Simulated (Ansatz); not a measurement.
Base system: Be$_{3}$N$_{2}$ (space group R3m, No. 160; a cell from a computed database, its experimental status unchecked).

```
Be3N2
1.0
    1.41753     0.81841     4.85241
   -1.41753     0.81841     4.85241
    0.00000    -1.63683     4.85241
Be N
3 2
Direct
  0.14108   0.14108   0.14108
  0.68236   0.68236   0.68236
  0.91111   0.91111   0.91111
  0.79582   0.79582   0.79582
  0.29154   0.29154   0.29154
```

Levels (all Ansatz, a quantum-chemistry and plane-wave program, PAW): PBEsol (420 eV, spin-orbit coupling left out); r2SCAN (500 eV, spin-orbit coupling left out); HSE06 (420 eV, without spin-orbit coupling).

At the geometry relaxed with PBEsol, these levels gave the following band gaps, in shuffled order: (a) 3.43 eV, (b) 4.03 eV, (c) 2.66 eV.

**Question.** Match each gap to its level.

**Answer.** (a) r2SCAN; (b) HSE06; (c) PBEsol.

Single points use the geometry relaxed with PBEsol. The hybrid gap comes from the SCF mesh plus the semilocal run's edge points and a few special points and is an upper bound. Whether these cells are dynamically stable was not tested.
